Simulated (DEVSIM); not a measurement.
System: W/HfO2/SiO2/p-Si capacitor, at 300 K.

| layer (left to right) | material | thickness (nm) | Na (cm⁻³) |
|---|---|---|---|
| 1 | HfO2 | 14.0 | - |
| 2 | SiO2 | 1.10 | - |
| 3 | Si | 4700 | 1.5e16 |

Metal gate on the left, work function 4.6 eV. Fixed charge at the semiconductor interface 1.3e10 cm⁻² (in units of +e); interface traps 1e12 cm⁻² eV⁻¹, uniform in energy, neutral level at 0.5 of the gap above the valence band.

Constants are typed, rounded textbook-type inputs, not results; the design itself was drawn at random and stands for no fabricated device. Values at 300 K; Nc and Nv go as T^1.5, mobilities as T to minus their exponent, the gap by Varshni's rule with the affinity fixed.

```csv
parameter,HfO2,SiO2,Si
gap (eV),5.7,9,1.124
affinity (eV),2.5,0.9,4.05
permittivity,22,3.9,11.7
Nc (cm⁻³),-,-,2.86e19
Nv (cm⁻³),-,-,3.1e19
Varshni α (eV/K),-,-,0.000473
Varshni β (K),-,-,636
```

Simulated with DEVSIM: 1D Poisson equation in equilibrium, Boltzmann statistics, complete ionisation; no quantum confinement or tunnelling. Metal contacts follow the ideal Schottky-Mott rule: no Fermi-level pinning, no interface dipoles.

Base results: flat-band voltage (V) -0.44; capacitance of the dielectric stack (μF/cm²) 0.964; minimum of the low-frequency capacitance (μF/cm²) 0.171; threshold voltage (band bending 2φF) (V) 0.48.

Question: What follows from this one change: fixed charge 1.3e+10 → -2.507e+12 cm^-2?

Answer: flat-band voltage -0.44 → -0.02 V; capacitance of the dielectric stack little changed (0.964 μF/cm²); minimum of the low-frequency capacitance little changed (0.170 μF/cm²); threshold voltage (band bending 2φF) 0.48 → 0.89 V.

Question: What follows from this one change: gate work function 4.6 → 4.75 eV?

Answer: flat-band voltage -0.44 → -0.29 V; capacitance of the dielectric stack little changed (0.964 μF/cm²); minimum of the low-frequency capacitance little changed (0.170 μF/cm²); threshold voltage (band bending 2φF) 0.48 → 0.63 V.

Question: What follows from this one change: HfO2 thickness 0.014 → 0.017 μm?

Answer: flat-band voltage little changed (-0.45 V); capacitance of the dielectric stack 0.964 → 0.839 μF/cm²; minimum of the low-frequency capacitance 0.171 → 0.166 μF/cm²; threshold voltage (band bending 2φF) 0.48 → 0.49 V.

Question: What follows from this one change: substrate doping 1.5e+16 → 1.5e+15 cm^-3?

Answer: flat-band voltage -0.44 → -0.37 V; capacitance of the dielectric stack little changed (0.964 μF/cm²); minimum of the low-frequency capacitance 0.171 → 0.149 μF/cm²; threshold voltage (band bending 2φF) 0.48 → 0.36 V.

Question: What follows from this one change: interface trap density 1e+12 → 2e+12 cm^-2 eV^-1?

Answer: flat-band voltage -0.44 → -0.50 V; capacitance of the dielectric stack little changed (0.964 μF/cm²); minimum of the low-frequency capacitance 0.171 → 0.266 μF/cm²; threshold voltage (band bending 2φF) 0.48 → 0.54 V.

Question: What follows from this one change: temperature 300 → 350 K?

Answer: flat-band voltage -0.44 → -0.38 V; capacitance of the dielectric stack little changed (0.964 μF/cm²); minimum of the low-frequency capacitance little changed (0.173 μF/cm²); threshold voltage (band bending 2φF) 0.48 → 0.42 V.
